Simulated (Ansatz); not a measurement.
An Ansatz (an electronic-structure program) input (r2SCAN (Ansatz; PAW; 500 eV plane waves; no spin-orbit coupling)):

Ansatz 0.2 input:
```yaml
crystal:
  lattice:
    - [2.7175706105, 0, 0]
    - [1.3587853052, 2.3534851853, 0]
    - [1.3587853052, -0.7844950618, 2.3042289239]
  atoms:
    - { symbol: Pt, position: [0, 0, 0] }
basis: { ecutwfc: 500, ecutrho_ratio: 4, xc_grid: 4, fft_grid_basis: typed }
kpoints: { mp_grid: { grid: [29, 29, 29] } }
hamiltonian:
  xc: r2scan
  dispersion: none
  pseudopotentials: { kind: paw }
scf: { occupations: { method: fermi_dirac, width: 0.1 } }
relax: { f_tol: 0.005, max_steps: 50, cell: { stress_tol: 0.01, fix: [a, b, gamma] } }
output: { forces: true, stress: true }
checkpoint: { write: state.ck, write_every: 1000 }
```

Question: Which symmetry and how many k-points will the program report, and about how many plane waves at Γ?

Answer: Space group R-3m (ITA 166) with 12 operations, k-points 2255 of 24389, and 357 plane waves at Γ.

Question: And the final pressure?

Answer: 6.47 GPa (compression positive).

The cells carry an imposed strain or load. Whether these cells are dynamically stable was not tested. All final runs are without spin polarisation. The cell was made from Pt in the fcc (Cu type) structure (space group Fm-3m, No. 225) by this change: biaxial strain −2.50 %, plane normal [111], relaxed out of plane.
